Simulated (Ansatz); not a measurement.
Ta₂Si (I4/mcm, No. 140, 6 atoms in the cell; start mp-2783), treated with r²SCAN (Ansatz, a quantum-chemistry and plane-wave program, PAW).

Numerical settings: plane-wave cutoff 560 eV, 14×14×14 k mesh, Fermi–Dirac smearing 0.05 eV, scalar-relativistic PAW data made under PBE.

Cell (relaxed at this level):

```
CELL_PARAMETERS angstrom
     -3.08415     3.08415     2.52633
      3.08415    -3.08415     2.52633
      3.08415     3.08415    -2.52633
ATOMIC_POSITIONS crystal
  Ta 0.66353 0.83647 0.50000
  Ta 0.33647 0.16353 0.50000
  Ta 0.83647 0.33647 0.17294
  Ta 0.16353 0.66353 0.82706
  Si 0.25000 0.25000 0.00000
  Si 0.75000 0.75000 0.00000
```

Q: Predict the bulk modulus B0.

A: 
* **bulk modulus B0**: 229 GPa

The run finds no gap.

Note: the bulk modulus is −V dP/dV from two relaxed cells at ±2 % in volume; the relaxation could not lower the start's symmetry, so the cell can be a saddle point above a distorted one.

Spin–orbit coupling is not included; it can open a gap where bands touch, and shift volumes and moduli.

Static lattice: no zero-point or thermal effects.

A start named mp-… is a Materials Project structure, which need not be a measured phase.
